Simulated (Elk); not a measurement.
Input and output of a self-consistent single point for CeHSe (P6_3/mmc, 6 atoms in the cell) (Elk).

Computed with PBEsol+U, all-electron FP-LAPW, Elk's shipped species files, APW+lo basis with extra local orbitals in Elk 10.2.4.

```xyz
6
Lattice="4.1193 0.0000 0.0000 -2.0597 3.5674 0.0000 0.0000 0.0000 8.1847" Properties=species:S:1:pos:R:3 pbc="T T T"
Ce     2.0597     1.1891     6.1386
Ce     0.0000     2.3783     2.0462
H      2.0597     1.1891     2.0462
H      0.0000     2.3783     6.1386
Se     0.0000     0.0000     0.0000
Se     0.0000     0.0000     4.0924
```
Moments meant for the start (each program seeds them in its own way; μB, in the order of the atoms Ce Ce H H Se Se): 1.0 1.0 0.0 0.0 0.0 0.0.

Reference input (self-consistent single point, DFT, PBEsol, all-electron FP-LAPW, Elk's shipped species files, APW+lo basis with extra local orbitals): xctype = 22; spinpol = true; rgkmax = 7.5; stype = 3; swidth = 0.00367493 Ha; ngridk = 6 6 3; reducebf = 0.8; gmaxvr = 16 1/bohr; nxlo = 2; lorbcnd = true; lmaxi = 3; nempty = 12 per atom. This run's input differs from it in these lines:

```diff
@@ -36,2 +36,6 @@
 
+dft+u
+  1 1   : dftu, inpdftu
+  1 3  0.036749  0.000000   : is, l, U, J
+
 avec
```

Log, with long lists cut:

```
│ Self-consistent loop started │
│ Loop number : 1 │
 total energy                :     -22492.8485445
 total moment                :   0.8236631692
│ Loop number : 2 │
 total energy                :     -22493.9677720
 total moment                :   0.7836794227
RMS change in Kohn-Sham potential (target) :    173.6977558     (  0.1000000000E-05)
Absolute change in total energy (target)   :    1.119227467     (  0.1000000000E-03)
│ Loop number : 3 │
 total energy                :     -22656.9179581
 total moment                :    2.208886864
RMS change in Kohn-Sham potential (target) :    69.27672236     (  0.1000000000E-05)
   [... lines left out ...]
│ Loop number : 198 │
 total energy                :     -22582.5253222
 total moment                :    1.985663252
RMS change in Kohn-Sham potential (target) :   0.2632538254     (  0.1000000000E-05)
Absolute change in total energy (target)   :   0.1713645305     (  0.1000000000E-03)
│ Loop number : 199 │
 total energy                :     -22582.5106516
 total moment                :    1.985579005
RMS change in Kohn-Sham potential (target) :   0.2506201329     (  0.1000000000E-05)
Absolute change in total energy (target)   :   0.5751173715E-01 (  0.1000000000E-03)
│ Loop number : 200 │
Reached self-consistent loops maximum

Energies :
 Fermi                       :     0.288680502463
 xc effective B-field        :    -0.272263330913E-01
 external B-field            :      0.00000000000
 DFT+U                       :     0.927206243410E-02
 total energy                :     -22582.3929712
 (external B-field energy excluded from total)

   [... lines left out ...]
Density of states at Fermi energy :    299.3535010
Estimated indirect band gap :   0.8995382406E-04
Estimated direct band gap   :   0.7816606974E-03
   [... lines left out ...]
  species :    3 (Se)
   atom    1                 :    32.51980517     (  0.5895468406E-04)
   atom    2                 :    32.51980517     (  0.5895468406E-04)
 total in muffin-tins        :    177.7081092
 total calculated charge     :    185.9855325
 total charge                :    186.0000000
 error                       :   0.1446749979E-01

Moments :
 interstitial                :   0.1361626818
 muffin-tins
  species :    1 (Ce)
   atom    1                 :   0.9591060011
   atom    2                 :   0.9591060011
  species :    2 (H)
   atom    1                 :  -0.7660424556E-02
   atom    2                 :  -0.7660424556E-02
  species :    3 (Se)
   atom    1                 :  -0.2580024258E-01
   atom    2                 :  -0.2580024258E-01
 total in muffin-tins        :    1.851290668
 total moment                :    1.987453350

│ Self-consistent loop stopped │
```

The run ended unconverged after 200 iterations. 

The starting cell comes from a database of computed structures (which also holds hypothetical and non-ambient phases and stackings), without a prior relaxation at this level. Its lattice was rescaled by a random factor within 2.5 % of one. Spin-orbit coupling is off. Values depend on the basis (sphere radii, cutoffs, local orbitals), which need not be converged.

Cost on one core of a shared machine: roughly 20 min.
